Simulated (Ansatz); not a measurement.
## hcp Mg (1 0 0) on 3C silicon carbide (1 1 1) (film strained to the substrate, started from cuts of the bulks and a machine-learned relaxation; slabs C12Si12 and Mg8, which can lie off the formulas)

A periodic stack without vacuum, hcp Mg (1 0 0) on 3C silicon carbide (1 1 1) (film strained to the substrate, started from cuts of the bulks and a machine-learned relaxation; slabs C12Si12 and Mg8, which can lie off the formulas): substrate slab C12Si12, film Mg8, surface cells [[-1, 2], [-1, 0]] and [[0, 1], [-1, 0]], film strained by -3.2 and +3.6 %, outermost planes C/Si and Mg/Mg as cut, which need not be the usual terminations and can put a slab off its formula.

The start was prepared with a machine-learned potential, and the result is one local minimum, with the in-plane cell held and forces under 0.04 eV/Å; the film can end far from its bulk form.

These are PBE (plane waves to 420 eV, PAW; Ansatz, a quantum-chemistry and plane-wave program) values and carry that method's errors. No spin–orbit coupling; the runs are not spin-polarised; PBE gaps are too small against experiment. Its k-point mesh 6×10×1, Fermi–Dirac width 0.05 eV.

- interface area: 16.6 Å²
- period: 26.31 Å
- heights between the nearest atoms of the two slabs at the two interfaces: 1.82 and 0.97 Å
- C–Mg contacts across the interfaces within 1.22 times the sum of covalent radii: 6, mean 2.29 Å
- Mg–Si contacts across the interfaces within 1.22 times the sum of covalent radii: 3, mean 2.78 Å
- estimate of the barrier: withheld, since the two interfaces are unlike

```yaml
crystal:
  lattice:
    - [5.36452, 0.00020, -0.03429]
    - [-0.00049, 3.09643, -0.06578]
    - [1.82417, -0.43539, 26.31359]
  atoms:
    - { symbol: C, position: [0.82353, 0.40102, 0.01724] }
    - { symbol: C, position: [0.08079, 0.31457, 0.01773] }
    - { symbol: C, position: [0.35433, 0.60979, 0.10673] }
    - { symbol: C, position: [0.85028, 0.06658, 0.11298] }
    - { symbol: C, position: [0.99305, 0.61302, 0.20673] }
    - { symbol: C, position: [0.48924, 0.12412, 0.20570] }
    - { symbol: C, position: [0.62718, 0.65072, 0.30180] }
    - { symbol: C, position: [0.12863, 0.14802, 0.30287] }
    - { symbol: C, position: [0.26517, 0.68029, 0.39948] }
    - { symbol: C, position: [0.76479, 0.18047, 0.39742] }
    - { symbol: C, position: [0.89976, 0.71132, 0.49351] }
    - { symbol: C, position: [0.40468, 0.21142, 0.49522] }
    - { symbol: Si, position: [0.17879, 0.11443, 0.08473] }
    - { symbol: Si, position: [0.70067, 0.55224, 0.08680] }
    - { symbol: Si, position: [0.83183, 0.10317, 0.18354] }
    - { symbol: Si, position: [0.33223, 0.61871, 0.18083] }
    - { symbol: Si, position: [0.46715, 0.14368, 0.27787] }
    - { symbol: Si, position: [0.97008, 0.63961, 0.27868] }
    - { symbol: Si, position: [0.10698, 0.17216, 0.37484] }
    - { symbol: Si, position: [0.60449, 0.67307, 0.37391] }
    - { symbol: Si, position: [0.74227, 0.20341, 0.46891] }
    - { symbol: Si, position: [0.24293, 0.70401, 0.47222] }
    - { symbol: Si, position: [0.45224, 0.23514, 0.56701] }
    - { symbol: Si, position: [0.81180, 0.73474, 0.56482] }
    - { symbol: Mg, position: [0.04935, 0.26284, 0.63603] }
    - { symbol: Mg, position: [0.53430, 0.77707, 0.67068] }
    - { symbol: Mg, position: [0.02508, 0.80012, 0.74010] }
    - { symbol: Mg, position: [0.51801, 0.31338, 0.77553] }
    - { symbol: Mg, position: [0.99458, 0.33366, 0.84700] }
    - { symbol: Mg, position: [0.48519, 0.84887, 0.87865] }
    - { symbol: Mg, position: [0.96555, 0.84476, 0.95744] }
    - { symbol: Mg, position: [0.46126, 0.37805, 0.98030] }
```
